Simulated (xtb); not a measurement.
xtb 6.7.1, GFN2-xTB: Nb(OEt)5 (CC[O][Nb]([O]CC)([O]CC)([O]CC)[O]CC), 41 atoms. The geometry is a generated start, not checked to be a minimum at this level.

```
Item                                                                                                           Result
------------------------  -------------------------------------------------------------------------------------------
method                                                                                                       GFN2-xTB
--acc                                                                                                     1 (default)
--etemp (K)                                                                                             300 (default)
detailed input (--input)  none: ANC optimiser, Lindh (1995) Hessian, microcycle=20, maxdispl=1.0, hlow=0.01 (default)
basis functions                                                                                                    95
valence electrons                                                                                                 100
```

Charge 0 and multiplicity 1 are set for this test and not shown to be the ground state.

The structure is relaxed from this start with --opt LEVEL for the levels crude, sloppy, loose, lax, normal, tight, vtight, extreme, once each. Up to the end of the extreme run atoms move by at most 0.26 Å along an axis.

Choose the cheapest level whose final energy lies within 1 meV of that of extreme.

normal: 12 cycles against 42, ending 0.62 meV above.

```
level    cycles  energy above the extreme run (meV)  gradient norm (eV/Å)
-------  ------  ----------------------------------  --------------------
crude         1                                 7.0                  0.18
sloppy        1                                 7.0                  0.18
loose         1                                 7.0                  0.18
lax           7                                 1.8                 0.085
normal       12                                0.62                 0.025
tight        21                               0.096                0.0092
vtight       32                               0.021                0.0029
extreme      42                                   —                0.0012
```
